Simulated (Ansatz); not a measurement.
## A computed series for HgTe: pressure series

Take HgTe in the zinc blende structure (space group F-43m, No. 216; a = 6.510 Å) as the base.

Cell and atoms are relaxed at each pressure.

Computed with PBEsol (Ansatz, a quantum-chemistry and plane-wave program, PAW, spin-orbit coupling left out).

```
pressure (GPa)  volume per atom (Å³/atom)
--------------  -------------------------
-2                                 36.443
-1                                 35.372
0                                  34.483
1.8                                33.175
4.2                                31.791
9                                  29.782
18                                      ?
30                                 25.132
45                                 23.307
```

Question: Fit the third-order Birch–Murnaghan form P(V) = (3B₀/2)[(V₀/V)^(7/3) − (V₀/V)^(5/3)]·[1 + (3/4)(B₀′ − 4)((V₀/V)^(2/3) − 1)] (squares taken in P) to the rows shown and predict the withheld row.

Answer: Least squares on the printed values gives V₀ = 34.488 Å³/atom, B₀ = 42.3 GPa, B₀′ = 5.1; this predicts 27.279 Å³/atom, and the run gives 27.285 Å³/atom, 0.006 higher.

Measured bulk modulus of HgTe: 42.3 GPa (temperature not stated; as listed in Cormac Toher et al., Physical Review Materials (2017)); the computed value is for a static lattice, so the two differ by thermal effects too.

A case with no gap was solved on a k-mesh chosen for an insulator, which is coarse for it. Load acts through the strain it causes; cell and atoms are relaxed under it. Stability against distortions was not tested. Tetrahedral semiconductors of this kind turn to denser phases somewhere between about 1 and 50 GPa; those were not computed, so compressed cells here can lie past the real transition. All final runs are without spin polarisation.
